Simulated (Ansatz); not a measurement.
We consider In2Si2O7 (Fd-3m, No. 227, 22 atoms in the cell; start mp-19784), described by PBEsol+SOC in Ansatz (PAW).

Numerical settings: plane-wave cutoff 520 eV, 6×6×6 k mesh, Fermi–Dirac smearing 0.01 eV, PAW data made under PBE.

Cell (relaxed with PBEsol):

```cif
data_In4O14Si4
_chemical_formula_sum 'In4 Si4 O14'
_space_group_name_H-M_alt 'P 1'
_space_group_IT_number 1
_cell_length_a 6.67988
_cell_length_b 6.67988
_cell_length_c 6.67988
_cell_angle_alpha 60.000
_cell_angle_beta 60.000
_cell_angle_gamma 60.000
loop_
_space_group_symop_operation_xyz
  'x, y, z'
loop_
_atom_site_label
_atom_site_type_symbol
_atom_site_fract_x
_atom_site_fract_y
_atom_site_fract_z
_atom_site_occupancy
In1 In 0.12500 0.12500 0.12500 1
In2 In 0.62500 0.12500 0.12500 1
In3 In 0.12500 0.12500 0.62500 1
In4 In 0.12500 0.62500 0.12500 1
Si1 Si 0.62500 0.62500 0.62500 1
Si2 Si 0.12500 0.62500 0.62500 1
Si3 Si 0.62500 0.62500 0.12500 1
Si4 Si 0.62500 0.12500 0.62500 1
O1 O 0.69641 0.69641 0.30359 1
O2 O 0.94641 0.94641 0.55359 1
O3 O 0.30359 0.30359 0.69641 1
O4 O 0.55359 0.55359 0.94641 1
O5 O 0.30359 0.69641 0.69641 1
O6 O 0.55359 0.94641 0.94641 1
O7 O 0.69641 0.30359 0.30359 1
O8 O 0.94641 0.55359 0.55359 1
O9 O 0.69641 0.30359 0.69641 1
O10 O 0.94641 0.55359 0.94641 1
O11 O 0.30359 0.69641 0.30359 1
O12 O 0.55359 0.94641 0.55359 1
O13 O 0.00000 0.00000 0.00000 1
O14 O 0.25000 0.25000 0.25000 1
```

Q: What does this level give for the band gap and smallest direct gap on the k points sampled?

A: 
* **band gap**: 1.95 eV (indirect)
* **smallest direct gap on the k points sampled**: 2.41 eV

Computed values are for the static lattice.

It cost about 19 core-minutes (a rough figure) of CPU time.

A start named mp-… is a Materials Project structure, which need not be a measured phase.

Ansatz is a quantum-chemistry and plane-wave program.
